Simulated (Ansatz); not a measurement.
**Quick settings and what they miss: a (101) slab of HfB (cut from a parent of space group no. 225; 16 atoms in the cell)**

Self-consistent single point.

```yaml
crystal:
  lattice:
    - [4.84893, 0.00000, 0.00000]
    - [0.00000, 6.85742, 0.00000]
    - [0.00000, 0.00000, 21.13130]
  atoms:
    - { symbol: Hf, position: [0.00000, 0.05357, 0.37859] }
    - { symbol: Hf, position: [0.50000, 0.30357, 0.45953] }
    - { symbol: Hf, position: [0.00000, 0.55357, 0.37859] }
    - { symbol: Hf, position: [0.50000, 0.80357, 0.45953] }
    - { symbol: Hf, position: [0.00000, 0.55357, 0.54047] }
    - { symbol: Hf, position: [0.50000, 0.80357, 0.62142] }
    - { symbol: Hf, position: [0.00000, 0.05357, 0.54047] }
    - { symbol: Hf, position: [0.50000, 0.30357, 0.62142] }
    - { symbol: B, position: [0.00000, 0.80357, 0.45953] }
    - { symbol: B, position: [0.50000, 0.55357, 0.37859] }
    - { symbol: B, position: [0.00000, 0.30357, 0.45953] }
    - { symbol: B, position: [0.50000, 0.05357, 0.37859] }
    - { symbol: B, position: [0.00000, 0.30357, 0.62142] }
    - { symbol: B, position: [0.50000, 0.05357, 0.54047] }
    - { symbol: B, position: [0.00000, 0.80357, 0.62142] }
    - { symbol: B, position: [0.50000, 0.55357, 0.54047] }
```

Level of theory: PBE (plane waves, PAW; Ansatz, an electronic-structure program).

Base settings: basis.ecutwfc = 420 eV; kpoints.mp_grid.grid = 5 3 1; hamiltonian.xc = pbe; hamiltonian.pseudopotentials = {kind: paw} (the program's default PAW files); scf.occupations.method = cold; scf.occupations.width = 0.1 eV.

Tight run (finer mesh or higher cutoff; not a proven limit): basis.ecutwfc: 420 eV → 590 eV; kpoints.mp_grid.grid: 5 3 1 → 7 5 1; scf.convergence.dr2_threshold: default (1e-07 eV) → 1e-09 eV. It gave Fermi level (on the code's own zero) 3.25 eV; pressure averaged over the cell with its vacuum -2.91 GPa; largest force (vector length) 1.818 eV/Å.

Quick runs, as changes from the base:
- A: the base itself
- B: basis.ecutwfc: 420 eV → 335 eV; kpoints.mp_grid.grid: 5 3 1 → 2 2 1; hamiltonian.xc: pbe → lda; scf.occupations.method: cold → fermi_dirac; scf.occupations.width: 0.1 eV → 0.5 eV [LDA (PW92)]
- C: basis.ecutwfc: 420 eV → 210 eV; kpoints.mp_grid.grid: 5 3 1 → 4 4 1; scf.convergence.dr2_threshold: default (1e-07 eV) → 0.001 eV

Energies are extrapolated to zero smearing width, which holds to low order in the width alone.

Dashes: energy of B, another energy zero.

† marks runs with another functional, U, potentials or spin treatment: their distance from the tight run is not a convergence error alone.

The count of work is k-points × plane waves × bands × iterations; it is no time. 

The starting cell comes from a database of computed structures (which also holds hypothetical and non-ambient phases and stackings), without a prior relaxation at this level. The slab is cut from that crystal, and its faces are unrelaxed. Its lattice was rescaled in the plane by a random factor within 2.5 % of one. Spin polarisation is off, though cut faces can carry moments; the slab shows no gap. In the base run, forces exceed 1 eV/Å.

| run | energy less tight (meV/atom) | largest miss in a force vector (eV/Å) | count of work / tight |
|---|---|---|---|
| A | 4.1 | 0.085 | 0.27 |
| B† | – | 0.352 | 0.15 |
| C | 2284.2 | 0.060 | 0.086 |

Among the runs at the tight run's level, the energy misses run from 4.1 to 2284.2 meV/atom.

Left out of this page: 3 runs of the series outside the window shown, repeating another row's setting, or not comparable.

Keys are those of Ansatz 0.2.
